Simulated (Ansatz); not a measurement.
The parent structure is Fe in the bcc (W type) structure (space group Im-3m, No. 229; a = 2.787 Å; ferromagnetic).

Computed with PBEsol in Ansatz (plane waves to 420 eV, PAW, spin-orbit coupling left out).

For the base:

The lattice parameter a is 278.7 pm and the band gap comes out as zero.

Perturbation: every Fe is replaced by Os; the structure is relaxed again.

Tabulated Pauling electronegativity and covalent radius: Fe 1.83, 1.32 Å; Os 2.20, 1.44 Å.

Predict the new lattice parameter a.

The lattice parameter a grows by 27.5 pm (278.7 pm → 306.2 pm).

How does this affect the band gap?

The band gap stays zero.

Other magnetic orders, which the real material may have, were not ruled out. Stability against distortions was not tested. As relaxed here, Os is a hypothetical phase, not in the database extracts checked. The base started in Fmmm and relaxed to Im-3m at this level. Spin-polarised in the final run: base; the other runs are not.

Ansatz is a first-principles code.
